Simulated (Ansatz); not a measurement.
System: bcc Eu. Method: r²SCAN-D4 in Ansatz (PAW).

Input file:

Ansatz 0.2 input:
```yaml
crystal:
  lattice:
    - [-2.2017549168, 2.2017549168, 2.2017549168]
    - [2.2017549168, -2.2017549168, 2.2017549168]
    - [2.2017549168, 2.2017549168, -2.2017549168]
  atoms:
    - { symbol: Eu, position: [0.0, 0.0, 0.0], spin: 7.0 }
basis:
  ecutwfc: 560
  ecutrho_ratio: 4
  xc_grid: 3
kpoints:
  mp_grid: { grid: [18, 18, 18] }
hamiltonian:
  xc: r2scan
  dispersion: d4
  pseudopotentials: { kind: paw }
scf:
  occupations: { method: fermi_dirac, width: 0.05 }
  convergence: { dr2_threshold: 0.0000000001 }
output:
  forces: false
  stress: true
  eigenvalues: true
magnetization:
  spin_polarized: true
```

Excerpt of the program's output:

```
Crystal: 1 atoms, lattice volume = 42.694 Å³
Basis set: ecut = 560 eV, 1289 PW (Γ), exchange–correlation on 90×90×90 points (27 copies of the dense FFT grid, shifted against one another)
Bands: 16, of which v1, the nominal top of the filled ones, is band 9 counted from 1 (8 counted from 0)
Symmetry: 48 space group operations
Space group: Im-3m (ITA 229), of the structure as read, at distance tolerance 3.5e-5 Å
k-points: 195 of 5832
Initial density: superposition of atomic densities (chi_scale 0.1, normalization cell)
Functional: x = r2scan, c = r2scan; τ floored in thin density (d = 2e-4 eV/Å³)
spin=Collinear: Kerker preconditioning applied to the charge; magnetization (m = ρ↑ − ρ↓) channel mixes plain (no charge-response kernel on spin).
SCF 1 converged in 22 iterations: F = -8780.230082 eV  dr2 = 6.80e-12
SCF converged after 22 iterations
Magnetization: 7.8307 μB (12.4153 up, 4.5847 down)
Free energy (F): -8780.230082 eV
Internal energy: -8780.215861 eV  (E = F + TS)
E sigma→0 (E₀):  -8780.222971 eV
Fermi energy:    9.031863 eV
--- Stress (GPa, compression-positive) ---
        0.265399       0.000000       0.000000
        0.000000       0.265399      -0.000000
        0.000000      -0.000000       0.265399
  P = ⅓ Tr σ = 0.2654 GPa (2.654 kbar)
```

The cell is one volume of an energy–volume scan, off the minimum.

The PAW data were made under PBE.

The run is spin-polarised with parallel starting moments, which need not be the measured order.

Note: the 4f shell is treated without U or exact exchange, so its levels and filling can be wrong.

The result took about 80 core-seconds (a rough figure).

Ansatz is a program for electronic structure.
